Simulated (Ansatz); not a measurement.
Effect of Sn → Mo on CsSnI3

Take CsSnI3 in the cubic perovskite structure (space group Pm-3m, No. 221; a = 6.224 Å) as the base.

Perturbation: every Sn is replaced by Mo, then cell and atoms are relaxed.

Level of theory: Ansatz (a first-principles code), r2SCAN, PAW, cutoff 500 eV, no SOC. Settings: 8×8×8 k-points, 0.05 eV Fermi–Dirac smearing, for the changed cell.

The volume per atom drops by 11.73 Å³, from 48.21 Å³ to 36.48 Å³ and the density grows by 1.19 g/cm³, from 4.36 g/cm³ to 5.55 g/cm³. The lattice parameter a shrinks by 0.5525 Å to 5.671 Å and the space group is still Pm-3m (No. 221). The shortest interatomic distance shrinks by 0.276 Å to 2.836 Å and the band gap goes from 0.46 eV to zero.

With I present, leaving out spin-orbit coupling can change the band edges. No phonon test of stability was made. As relaxed here, CsMoI3 is a hypothetical phase, not in the database extracts checked. All final runs are without spin polarisation. Many cubic perovskites are stable only at high temperature; tilts and polar distortions were not tested. CsMoI3 has a high density of states at the Fermi level and may be magnetic at this level.
